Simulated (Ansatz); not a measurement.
**Hypothetical Fm-3m WGe2, pressure series**

The reference is WGe₂ (space group Fm-3m, No. 225; a hypothetical phase, not in the database extracts checked).

```xyz
3
Lattice="0.0000 3.0635 3.0635 3.0635 0.0000 3.0635 3.0635 3.0635 0.0000" Properties=species:S:1:pos:R:3 pbc="T T T"
W      0.0000     0.0000     0.0000
Ge     1.5318     1.5318     1.5318
Ge     4.5953     4.5953     4.5953
```

Cell and atoms are relaxed at each pressure.

Level of theory: PBE/PAW in Ansatz (a quantum-chemistry and plane-wave program), no spin-orbit coupling, earlier PAW set.

```
P (GPa)  V (Å³/atom)
-------  -----------
-2.01         19.510
-1.01         19.335
0.30          19.119
0.70          19.056
1.49          18.934
3.00          18.714
5.00          18.442
7.50          18.130
10.00         17.843
```

Task: Fit a third-order Birch–Murnaghan equation of state.

Result: Least squares on P(V) = (3B₀/2)[(V₀/V)^(7/3) − (V₀/V)^(5/3)]·[1 + (3/4)(B₀′ − 4)((V₀/V)^(2/3) − 1)] gives V₀ = 19.17 Å³/atom, B₀ = 118 GPa and B₀′ = 4.6.

Load acts through the strain it causes; cell and atoms are relaxed under it. No phonon test of stability was made. Competing high-pressure phases were not computed. All final runs are without spin polarisation. WGe2 has a high density of states at the Fermi level and may be magnetic at this level.
